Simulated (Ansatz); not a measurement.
Consider the following.

```yaml
crystal:
  lattice:
    - [0.00000, 3.33180, 2.16205]
    - [1.25004, 0.00000, 2.16205]
    - [1.25004, 3.33180, 0.00000]
  atoms:
    - { symbol: B, position: [0.00011, 0.00011, 0.99989] }
    - { symbol: N, position: [0.66659, 0.66659, 0.33341] }
```

The numbers are results of r2SCAN+D4, rigid bands (plane waves, PAW, scalar-relativistic; Ansatz, a first-principles code), not measurements. Cell: cell and atoms relaxed with r2SCAN+d4.

**Question.** What conductivity effective mass do dilute holes have at 300 K?

**Answer.** 0.81 (x), 2.1 (y), 0.68 (z) mₑ.

**Question.** Predict the electron conductivity mass (n e² τ/σ) at 300 K, by direction if it differs.

**Answer.** 2.3 (x), 0.75 (y), 0.22 (z) mₑ.

**Question.** And the band gap?

**Answer.** 4.01 eV at this level; semilocal functionals usually fall short of the measured gap.

Rigid bands, one relaxation time for all states, no polarons. Spin-orbit coupling is left out. Geometry: cell and atoms relaxed with r2SCAN+D4.

Computed structure with no diffraction record at hand here (it may be known, metastable or hypothetical): BN (Fmm2).
